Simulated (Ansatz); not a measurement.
For Si (model structure, started from the Ge type, P4₃2₁2, No. 96, 12 atoms in the cell), LDA in Ansatz (PAW) gives:

```
Property                               Value
------------------------------  ------------
equilibrium lattice constant a       5.606 Å
lattice parameter c                  6.697 Å
cohesive energy                 5.17 eV/atom
band gap                             1.04 eV
```

Q: What does r²SCAN in Ansatz (PAW) give for the same quantities?

A: 
- lattice constant a: 5.670 Å (rises by 1.1 %)
- lattice parameter c: 6.851 Å (increases by 2.3 %)
- cohesive energy: 4.46 eV/atom (shrinks by 0.71 eV/atom)
- band gap: 1.43 eV (grows by 0.39 eV)

Changes are worked out from the printed values.

Unless a cell is named, each level is at its own relaxed cell (LDA 17.54, r²SCAN 18.35 Å³/atom).

Density-functional gaps are differences of (generalised) Kohn–Sham levels.

Ansatz's density-functional and Hartree–Fock values are scalar-relativistic unless marked +SOC, with PAW data made under PBE.

A model structure was made by putting elements into a prototype or built by hand; it is no filed structure, need not be a known phase, and can be a saddle point held by its symmetry.

Ansatz is an electronic-structure program.
